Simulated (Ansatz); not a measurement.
**C11b MoSi2**

These are r²SCAN0 in Ansatz (PAW) values and carry that method's errors.

Run with plane-wave cutoff 520 eV, 12×12×12 k mesh, Fermi–Dirac smearing 0.05 eV, no spin polarisation, scalar-relativistic PAW data made under PBE.

Cell: relaxed at this level.

```yaml
lattice_parameter_a: 3.180 Å
lattice_parameter_c: 7.768 Å
```

Measured, for comparison: lattice constant a 3.205 Å, lattice parameter c 7.845 Å (temperature not stated, not corrected to a static lattice; as tabulated in Pavlosiuk et al. (2022), arXiv:2202.05362). Computed (rounded) less measured: lattice constant a -0.8 %, lattice parameter c -1.0 %. A static lattice is as a rule a little smaller and stiffer than an uncorrected measurement, which narrows the difference in the lattice constant a, lattice parameter c and would widen misses of the other sign.

Note: the run has no spin polarisation, so it can have missed a magnetic state.

Static lattice: no zero-point or thermal effects.

Computing time: around 2.2 core-hours (rough).

Ansatz is a first-principles code.
